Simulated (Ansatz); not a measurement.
**What isotropic strain −2.46 % does to Ag**

Base system: Ag in the fcc (Cu type) structure (space group Fm-3m, No. 225; a = 4.1489 Å; relaxed with 0.1 eV smearing).

The change: an isotropic linear strain of −2.46 %; the atoms relax in the strained cell.

Method: DFT with PBE, PAW potentials and a 420 eV plane-wave cutoff in Ansatz (an electronic-structure program), spin-orbit coupling left out, earlier PAW set. Γ-centred 27×27×27 mesh, Fermi–Dirac width 0.1 eV.

- Space group = Fm-3m (No. 225) (base Fm-3m (No. 225))
- Energy relative to the base (free energy F) = +31 meV/atom
- Pressure = 8.4 GPa (base 0.0 GPa)
- Band gap = zero (base zero)

Whether these cells are dynamically stable was not tested.
